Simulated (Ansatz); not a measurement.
## Effect of uniaxial strain ε_zz = +1.50 % on SiC

The parent structure is SiC in the zinc blende structure (space group F-43m, No. 216; a = 4.357 Å). Axes: x, y, z lie along the cube axes.

It is then changed as follows: uniaxial strain ε_zz = +1.50 %, all other strain components held at zero, atoms relaxed at fixed cell.

The values are results of plane-wave PAW DFT at the PBEsol level (Ansatz, an electronic-structure program, 420 eV), no spin-orbit coupling, not measurements. Settings: 13×13×13 k-points, 0.05 eV Fermi–Dirac smearing.

| quantity | base | changed | shift |
|---|---|---|---|
| energy relative to the base (free energy F) | 0 meV/atom | +2.8 meV/atom | +2.8 meV/atom |
| band gap | 1.24 eV | 1.18 eV | -0.065 eV |
| gap character | – | indirect, Γ → X | – |
| smallest direct gap | 4.45 eV | 4.42 eV | -0.03 eV |
| electron mass | 0.62 mₑ along k, 0.22 mₑ across (at X) | 0.66 mₑ along k, 0.23 mₑ across (at X) | – |
| valence-band top at Γ (three highest levels, from the VBM) | 0.00, 0.00, 0.00 eV | 0.00, 0.00, -0.10 eV | – |
| valley order (the lowest conduction-band minima on the path, energy above the VBM, named in the base's zone) | X along ⟨100⟩ 1.24 eV | X along [010] 1.18 eV; X along [001] 1.31 eV | – |
| stress (xx, yy, zz, yz, xz, xy; compression positive) | – | (-1.94, -1.94, -5.81, 0.00, 0.00, 0.00) GPa | – |

Cost of the whole job for the changed cell (relaxation, final SCF and bands): about 7 core-seconds (a rough figure).

Effective masses come from finite differences of ±0.01 Å⁻¹. Along k means along the line from Γ to the band edge. Stability against distortions was not tested. k-point labels follow each cell's own Brillouin zone.
